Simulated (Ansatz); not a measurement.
Point-defect migration in 3C silicon carbide

Some mobile defects of 3C silicon carbide. Method: PBE, PAW (plane waves to 420 eV; Ansatz, a program for electronic structure).

Barriers are those of the lowest checked hop between equivalent sites (a dopant's own exchange with the vacancy apart), from the lowest site run (climbing-image NEB, static, fixed cells, no finite-size terms; on the finer meshes named, energies are single points at the band's geometries). One hop need not carry long-range diffusion, and untried routes could be lower. Saddle orders were checked for a part of the study's bands only and are not shown. Vacancies start on their lattice site; split forms were not set up. Charge states are imposed.

```json
[
 {"Defect": "O-vacancy pair (O on C, C vacant), charge 0", "Route": "a nearby C jumps into the vacancy (O-vacancy distance between ideal sites 3.10 Å throughout) (strongly reconstructed ends)", "Hop (Å)": "3.15", "Direction in the unit cell": "(-0.51, 0.51, 0.00)", "Neighbours at the saddle": "Si at 1.77, 2 Si at 1.87 Å", "Cell": "64 sites, 3×3×3 shifted", "Barrier (eV)": "3.15"},
 {"Defect": "C vacancy, charge 0", "Route": "a nearby C jumps into the vacancy", "Hop (Å)": "3.21", "Direction in the unit cell": "(0.00, -0.52, -0.52)", "Neighbours at the saddle": "Si at 1.82, 2 Si at 2.10, 2 Si at 2.23 Å", "Cell": "216 sites, 2×2×2 shifted", "Barrier (eV)": "3.66"},
 {"Defect": "C vacancy, charge +2", "Route": "a nearby C jumps into the vacancy", "Hop (Å)": "3.07", "Direction in the unit cell": "(0.00, -0.50, -0.50)", "Neighbours at the saddle": "Si at 1.80, 2 Si at 2.21, 2 Si at 2.23 Å", "Cell": "216 sites, 2×2×2 shifted", "Barrier (eV)": "5.09"}
]
```
